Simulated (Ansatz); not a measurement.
Start from SnO2 in the rutile structure (space group P4_2/mnm, No. 136; a = 4.828 Å, c = 3.238 Å).

Computed with PBE (Ansatz, a first-principles code), no SOC.

Perturbation: full substitution Sn → Si, then cell and atoms are relaxed.

Measured lattice parameter a: SnO2 4.73735 Å (room temperature; as listed in Zenji Hiroi, Progress in Solid State Chemistry (2015)); SiO2 4.179 Å (room temperature; as listed in Zenji Hiroi, Progress in Solid State Chemistry (2015)).

How well does PBE reproduce the measured shift?

With PBE the lattice parameter a moves by -0.591 Å (4.828 → 4.236) against -0.558 Å measured.

Whether these cells are dynamically stable was not tested.
